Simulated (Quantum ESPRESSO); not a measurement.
Density of states of PbSe2 (I4/mcm, 6 atoms in the cell).

```
CELL_PARAMETERS angstrom
      3.23863    -3.23863     3.90219
      3.23863     3.23863     3.90219
     -3.23863    -3.23863     3.90219
ATOMIC_POSITIONS crystal
  Pb 0.00000 0.25000 0.25000
  Pb 0.00000 0.75000 0.75000
  Se 0.24036 0.12982 0.62982
  Se 0.75964 0.87018 0.37018
  Se 0.50000 0.37018 0.12982
  Se 0.50000 0.62982 0.87018
```

Method of the run: PBEsol, GBRV 1.5 ultrasoft (PBESOL) pseudopotentials (plane waves; Quantum ESPRESSO).

SCF settings: ecutwfc = 40 Ry; ecutrho = 200 Ry; occupations = smearing; smearing = gauss; degauss = 0.0036749 Ry; potentials = {Pb: pb_pbesol_v1.uspp.F.UPF, Se: se_pbesol_v1.uspp.F.UPF}; K_POINTS = automatic 5 5 5 1 1 1; conv_thr = 1e-10 Ry; mixing_beta = 0.3. Keys of the DOS step: nscf.calculation = nscf; nscf.occupations = tetrahedra_opt; nscf.nbnd = 35; nscf.startingwfc = random; nscf.diago_thr_init = 1e-06; nscf.diagonalization = cg; nscf.K_POINTS = automatic 10 10 10 0 0 0; dos.x.fildos = dos.dat; dos.x.Emin = -15 eV; dos.x.Emax = 30 eV; dos.x.DeltaE = 0.1 eV.

The starting cell comes from a database of computed structures (which also holds hypothetical and non-ambient phases and stackings), without a prior relaxation at this level. Spin-orbit coupling is off. The run gives no clean gap (levels at the Fermi energy touch, overlap or are partly filled at this smearing), which alone does not show that the compound is a metal.

Total DOS (both spins), as means of the tabulated values in each energy bin; the zero is the program's Fermi level or highest filled level, and the curve is cut to this window:

```
E (eV) | states/eV/cell
    -7.80 | ####### 1.39
    -7.40 |  0.00
    -7.00 |  0.00
    -6.60 |  0.00
    -6.20 |  0.00
    -5.80 |  0.00
    -5.40 | ######## 1.44
    -5.00 | ############## 2.70
    -4.60 | ################## 3.49
    -4.20 | ############# 2.42
    -3.80 | ###################### 4.25
    -3.40 | ##################### 3.97
    -3.00 | ###################### 4.26
    -2.60 | ############################# 5.63
    -2.20 | ############################## 5.74
    -1.80 | ################ 3.13
    -1.40 | ############## 2.67
    -1.00 | ################### 3.55
    -0.60 | ####################### 4.43
    -0.20 | #### 0.79
     0.20 | ## 0.30
     0.60 | ####### 1.38
     1.00 | ############# 2.50
     1.40 | ################# 3.21
     1.80 | ################ 3.06
     2.20 | ########################### 5.24
     2.60 | ############################# 5.58
```

Around zero the curve holds about 0.3 states/eV/cell.
